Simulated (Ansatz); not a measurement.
Take AlP in the zinc blende structure (space group F-43m, No. 216; a = 5.470 Å) as the base. Axes: x, y, z lie along the cube axes.

Levels (all Ansatz, an electronic-structure program, PAW, earlier PAW set): PBEsol (420 eV, spin-orbit coupling left out); HSE06+SOC (420 eV, with spin-orbit coupling).

Its gap is 1.45 eV with PBEsol and 2.25 eV with HSE06+SOC.

The change: tensile biaxial strain of 3.69 % in the plane normal to [111], as in epitaxy on a mismatched substrate; the out-of-plane cell vector and the atoms relax.

With PBEsol the gap becomes 1.22 eV.

Q: If the HSE06+SOC correction stayed the same, what would the HSE06+SOC gap be, and what does the HSE06+SOC run give?

A: A rigid correction of +0.80 eV gives 2.02 eV. The HSE06+SOC run gives 2.02 eV, so the two effects roughly add.

Single points use the geometry relaxed with PBEsol. HSE06 gaps are upper bounds (no full band path). Differences between runs with and without spin-orbit coupling are approximate. Stability against distortions was not tested.
